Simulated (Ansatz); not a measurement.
ScB2 (space group P6/mmm, No. 191)

```cif
data_B2Sc
_chemical_formula_sum 'Sc1 B2'
_space_group_name_H-M_alt 'P 1'
_space_group_IT_number 1
_cell_length_a 3.12601
_cell_length_b 3.12601
_cell_length_c 3.48402
_cell_angle_alpha 90.000
_cell_angle_beta 90.000
_cell_angle_gamma 120.000
loop_
_space_group_symop_operation_xyz
  'x, y, z'
loop_
_atom_site_label
_atom_site_type_symbol
_atom_site_fract_x
_atom_site_fract_y
_atom_site_fract_z
_atom_site_occupancy
Sc1 Sc 0.00000 0.00000 0.00000 1
B1 B 0.66667 0.33333 0.50000 1
B2 B 0.33333 0.66667 0.50000 1
```

The values are results of Kohn–Sham DFT with the PBEsol functional, run in Ansatz (a first-principles code) with PAW and 420 eV plane waves, scalar-relativistic without spin-orbit coupling, not measurements. Settings: 17×17×13 k-points, 0.05 eV Fermi–Dirac smearing.

The volume per atom comes out as 9.83 Å³. The density is 3.75 g/cm³. The band gap is zero. The total energy comes out as -806.463 eV/atom (σ→0; compares only within this code and set-up).

Whether these cells are dynamically stable was not tested. All final runs are without spin polarisation. An odd electron count without spin: ScB2.
